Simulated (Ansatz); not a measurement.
# A computed series for hypothetical Pm-3n GaN: response to strain

Base system: GaN (space group Pm-3n, No. 223; a hypothetical phase, not in the database extracts checked).

```
GaN
1.0
    5.57136     0.00000     0.00000
    0.00000     5.57136     0.00000
    0.00000     0.00000     5.57136
Ga N
6 6
Direct
  0.25000   0.00000   0.50000
  0.50000   0.25000   0.00000
  0.50000   0.75000   0.00000
  0.75000   0.00000   0.50000
  0.00000   0.50000   0.75000
  0.00000   0.50000   0.25000
  0.25000   0.50000   0.00000
  0.00000   0.25000   0.50000
  0.00000   0.75000   0.50000
  0.75000   0.50000   0.00000
  0.50000   0.00000   0.75000
  0.50000   0.00000   0.25000
```

Cartesian axes are those of the cell as printed.

Strains are applied to the cell and any free atomic positions relax; under biaxial strain the out-of-plane vector relaxes too; under stress the whole cell relaxes.

Level of theory: DFT with PBE, PAW potentials and a 420 eV plane-wave cutoff in Ansatz (a quantum-chemistry and plane-wave program), no spin-orbit coupling.

Notes on the quantities. energy relative to the base: free energy F.

```csv
case,space group,shortest interatomic distance,electron mass,energy relative to the base,band gap
base,Pm-3n (No. 223),1.970 Å,0.19 mₑ (at Γ),0 meV/atom,1.50 eV
"biaxial strain −0.54 %, plane normal [001], relaxed out of plane",P4_2/mmc (No. 131),1.962 Å,0.19 mₑ (at Γ),+0.8 meV/atom,1.49 eV
isotropic strain −3.26 %,Pm-3n (No. 223),1.906 Å,0.24 mₑ (at Γ),+66 meV/atom,1.85 eV
isotropic strain +1.11 %,Pm-3n (No. 223),1.992 Å,0.17 mₑ (at Γ),+6.5 meV/atom,1.36 eV
"uniaxial stress, 3 GPa tension along x",P4_2/mmc (No. 131),1.971 Å,0.19 mₑ (at Γ),+1.7 meV/atom,1.40 eV
```

Masses are band curvatures over ±0.01 Å⁻¹ around the edge. Stability under load was not tested beyond the relaxation.
